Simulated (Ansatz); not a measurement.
La3In: pressure −2 GPa

Consider La₃In in the Cu3Au type structure (space group Pm-3m, No. 221; a = 5.0746 Å).

Perturbation: hydrostatic tension (pressure −2 GPa).

Level of theory: Kohn–Sham DFT with the r2SCAN functional, run in Ansatz (a program for electronic structure) with PAW and 500 eV plane waves, no spin-orbit coupling. k-mesh 9×9×9 (Γ-centred); smearing 0.05 eV (Fermi–Dirac).

The volume per atom grows by 1.93 Å³ to 34.60 Å³ and the density decreases by 0.376 g/cm³ to 6.38 g/cm³. The shortest interatomic distance rises by 0.0692 Å, from 3.588 Å to 3.658 Å and the enthalpy H = E + PV relative to the base's energy amounts to -0.42 eV/atom. The band gap remains zero.

Final structure:

```xyz
4
Lattice="5.1725 0.0000 0.0000 0.0000 5.1725 0.0000 0.0000 0.0000 5.1725" Properties=species:S:1:pos:R:3 pbc="T T T"
La     2.5863     2.5863     0.0000
La     0.0000     2.5863     2.5863
La     2.5863     0.0000     2.5863
In     0.0000     0.0000     0.0000
```

Load acts through the strain it causes; cell and atoms are relaxed under it. Stability against distortions was not tested.
